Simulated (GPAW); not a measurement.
# Worked example: self-consistent single point of InSe (P6_3/mmc, 8 atoms in the cell) in GPAW

Computed with PBE, GPAW PAW datasets PBE (gpaw-data 1.0.1) (plane waves; GPAW).

Input:

```python
from ase import Atoms
from ase.units import GPa
from gpaw import GPAW, PW, FermiDirac

atoms = Atoms(['In', 'In', 'In', 'In', 'Se', 'Se', 'Se', 'Se'],
              cell=[[3.992421, 0.000000, 0.000000],
                    [-1.996210, 3.457538, 0.000000],
                    [0.000000, 0.000000, 17.215813]],
              scaled_positions=[[0.333333, 0.666667, 0.330300],
                                [0.666667, 0.333333, 0.669700],
                                [0.666667, 0.333333, 0.830300],
                                [0.333333, 0.666667, 0.169700],
                                [0.333333, 0.666667, 0.597320],
                                [0.666667, 0.333333, 0.402680],
                                [0.666667, 0.333333, 0.097320],
                                [0.333333, 0.666667, 0.902680]],
              pbc=True)

calc = GPAW(mode=PW(550),
            xc='PBE',
            kpts=(5, 5, 1),
            occupations=FermiDirac(0.01),
            nbands=-6,
            convergence={'density': 1e-05, 'bands': -4},
            symmetry={'symmorphic': False, 'tolerance': 0.0005},
            maxiter=150,
            txt='-')

atoms.calc = calc

energy = atoms.get_potential_energy()
print('Energy (eV):', round(energy, 6))
forces = atoms.get_forces()
print('Forces (eV/Ang):')
print(forces.round(5))
stress = atoms.get_stress()
print('Stress (GPa, Voigt):', (stress / GPa).round(4))
```

Output, abridged:

```
Input parameters:
  convergence: {bands: -4,
                density: 1e-05}
  kpts: [5 5 1]
  maxiter: 150
  mode: {ecut: 550.0,
         name: pw}
  nbands: -6
  occupations: {fixmagmom: False,
                name: fermi-dirac,
                width: 0.01}
  symmetry: {symmorphic: False,
             tolerance: 0.0005}
  xc: PBE

species:
  In:
    name: Indium
    Z: 49.0
    valence: 13
    core: 36
    charge: 0.0
    file: In.PBE.gz

    # Using partial waves for In as LCAO basis

  Se:
    name: Selenium
    Z: 34.0
    valence: 6
    core: 28
    charge: 0.0
    file: Se.PBE.gz

    # Using partial waves for Se as LCAO basis

Reference energy: -904315.807163  # eV

Spin-paired calculation

Convergence criteria:
 Maximum [total energy] change in last 3 cyles: 0.0005 eV / valence electron
 Maximum integral of absolute [dens]ity change: 1e-05 electrons / valence electron
 Maximum integral of absolute [eigenst]ate change: 4e-08 eV^2 / valence electron
 Maximum number of scf [iter]ations: 150

Symmetries present (total): 24
Symmetries with fractional translations: 12
25 k-points: 5 x 5 x 1 Monkhorst-Pack grid
5 k-points in the irreducible part of the Brillouin zone
       k-points in crystal coordinates                weights
   0:     0.00000000    0.00000000    0.00000000          1/25
   1:     0.20000000    0.00000000    0.00000000          6/25
   2:     0.40000000   -0.20000000    0.00000000          6/25
   3:     0.40000000    0.00000000    0.00000000          6/25
   4:     0.40000000    0.40000000    0.00000000          6/25

Wave functions: Plane wave expansion
  Cutoff energy: 550.000 eV
  Number of coefficients (min, max): 6934, 6983
  Pulay-stress correction: 0.000000 eV/Ang^3 (de/decut=0.000000)

Occupation numbers: Fermi-Dirac:
  width: 0.0100  # eV

Eigensolver

Densities:
  Coarse grid: 24*24*96 grid
  Fine grid: 48*48*192 grid
  Total Charge: 0.000000

Density mixing:
  Method: separate
  Backend: pulay
  Linear mixing parameter: 0.05
  old densities: 5
  Damping of long wavelength oscillations: 50

Hamiltonian:
  XC and Coulomb potentials evaluated on a 48*48*192 grid
  External potential:
    NoExternalPotential

XC parameters: PBE with 2 nearest neighbor stencil

Number of atoms: 8
Number of atomic orbitals: 52
Number of bands in calculation: 44
Number of valence electrons: 76
Bands to converge: 40

Density initialized from atomic densities
  44 bands from LCAO basis set

Atomic positions and initial magnetic moments

Positions:
   0 In    -0.000002    2.305026    5.686383    ( 0.0000,  0.0000,  0.0000)
   1 In     1.996213    1.152512   11.529430    ( 0.0000,  0.0000,  0.0000)
   2 In     1.996213    1.152512   14.294290    ( 0.0000,  0.0000,  0.0000)
   3 In    -0.000002    2.305026    2.921523    ( 0.0000,  0.0000,  0.0000)
   4 Se    -0.000002    2.305026   10.283349    ( 0.0000,  0.0000,  0.0000)
   5 Se     1.996213    1.152512    6.932464    ( 0.0000,  0.0000,  0.0000)
   6 Se     1.996213    1.152512    1.675443    ( 0.0000,  0.0000,  0.0000)
   7 Se    -0.000002    2.305026   15.540370    ( 0.0000,  0.0000,  0.0000)

Unit cell:
           periodic     x           y           z      points  spacing
  1. axis:    yes    3.992421    0.000000    0.000000    24     0.1441
  2. axis:    yes   -1.996210    3.457538    0.000000    24     0.1441
  3. axis:    yes    0.000000    0.000000   17.215813    96     0.1793

  Lengths:   3.992421   3.992421  17.215813
  Angles:   90.000000  90.000000 119.999994

Effective grid spacing dv^(1/3) = 0.1626

     iter     time        total  log10-change:
                         energy   eigst   dens
iter:   1 --:--:--   -29.784647   -0.05
iter:   2 --:--:--   -29.627311   -1.27  -1.22
iter:   3 --:--:--   -29.191722   -1.61  -1.26
iter:   4 --:--:--   -29.187459   -2.21  -1.48
iter:   5 --:--:--   -29.174837c  -1.47  -1.63
iter:   6 --:--:--   -29.122375   -3.01  -1.94
iter:   7 --:--:--   -29.103090   -2.67  -2.23
iter:   8 --:--:--   -29.104489c  -3.62  -2.72
iter:   9 --:--:--   -29.102540c  -3.34  -2.75
iter:  10 --:--:--   -29.101691c  -4.40  -2.87
iter:  11 --:--:--   -29.101720c  -5.37  -3.44
iter:  12 --:--:--   -29.101722c  -6.23  -3.45
iter:  13 --:--:--   -29.101707c  -6.03  -3.44
iter:  14 --:--:--   -29.101707c  -6.31  -3.51
iter:  15 --:--:--   -29.101704c  -5.81  -3.56
iter:  16 --:--:--   -29.101695c  -6.52  -3.93
iter:  17 --:--:--   -29.101695c  -7.63c -4.35
iter:  18 --:--:--   -29.101695c  -7.94c -4.46
iter:  19 --:--:--   -29.101695c  -7.95c -4.48
iter:  20 --:--:--   -29.101694c  -7.82c -4.47
iter:  21 --:--:--   -29.101694c  -8.50c -4.80
iter:  22 --:--:--   -29.101694c  -8.72c -4.90
iter:  23 --:--:--   -29.101694c  -9.37c -4.95
iter:  24 --:--:--   -29.101694c  -9.62c -5.02c

Converged after 24 iterations.

Dipole moment: (0.000000, 0.000000, 0.000000) |e|*Ang

Energy contributions relative to reference atoms: (reference = -904315.807163)

Kinetic:        +96.773172
Potential:      -90.019326
External:        +0.000000
XC:             -36.365188
Entropy (-ST):   -0.000000
Local:           +0.509648
SIC:             +0.000000
--------------------------
Free energy:    -29.101694
Extrapolated:   -29.101694

Showing only first 2 kpts
 Kpt  Band  Eigenvalues  Occupancy
  0    36      3.34768    2.00000
  0    37      4.43766    2.00000
  0    38      5.06110    0.00000
  0    39      6.07444    0.00000

  1    36      3.54362    2.00000
  1    37      4.13456    2.00000
  1    38      6.47956    0.00000
  1    39      6.76003    0.00000

Fermi level: 4.68551

Gap: 0.623 eV
Transition (v -> c):
  (s=0, k=0, n=37, [0.00, 0.00, 0.00]) -> (s=0, k=0, n=38, [0.00, 0.00, 0.00])
No difference between direct/indirect transitions
Energy (eV): -29.101694

Forces in eV/Ang:
  0 In    0.00000    0.00000   -0.26921
  1 In    0.00000    0.00000    0.26921
  2 In   -0.00000    0.00000   -0.26921
  3 In    0.00000    0.00000    0.26921
  4 Se   -0.00000   -0.00000   -0.45829
  5 Se   -0.00000    0.00000    0.45829
  6 Se   -0.00000    0.00000   -0.45829
  7 Se    0.00000   -0.00000    0.45829

Stress tensor:
    -0.021192     0.000000     0.000000
     0.000000    -0.021192     0.000000
     0.000000     0.000000    -0.019065
Stress (GPa, Voigt): [-3.3953 -3.3953 -3.0546  0.      0.      0.    ]
```

The run converged in 24 iterations. GPAW prints stress with tension positive.

The starting cell comes from a database of computed structures (which also holds hypothetical and non-ambient phases and stackings), without a prior relaxation at this level. Its lattice was rescaled by a random factor within 2.5 % of one. With a pressure of about 3 GPa the cell is away from its equilibrium volume at this level.

Cost on one core of a shared machine: roughly 2 min.
